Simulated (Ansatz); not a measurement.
Band-edge transport in semiconductors and insulators: compounds that share space group P6_3mc and stoichiometry, PBEsol with spin-orbit coupling, rigid bands in Ansatz (an electronic-structure program); geometry: cell and atoms relaxed with PBEsol.

```csv
Compound,volume per atom (Å³),band gap,electron conductivity mass,hole conductivity mass,"Seebeck coefficient, n-type 1e19 cm⁻³"
CdS,24.7,1.08 eV,0.133 mₑ,1.26 mₑ,-82 μV/K
CuI,26.2,?,0.151 mₑ,?,-91 μV/K
MgTe,33.4,?,0.173 mₑ,1.14 mₑ,-102 μV/K
GaN,11.4,1.88 eV,0.179 mₑ,1.54 mₑ,-104 μV/K
CdSe,28.1,0.42 eV,0.063 mₑ,0.95 mₑ,-48 μV/K
```

Task: What belongs in the gaps?

Result: 
- CuI, band gap: 1.05 eV
- CuI, hole conductivity mass: 0.76 mₑ
- MgTe, band gap: 2.13 eV

Masses are for dilute carriers at 300 K, harmonic means over directions unless an axis is named. Seebeck coefficients are for the stated density at 300 K, with one relaxation time for all states and whether or not that doping can be reached.

Formula and space group known from diffraction (Crystallography Open Database), not checked to be the room-temperature form: CuI (P6_3mc).
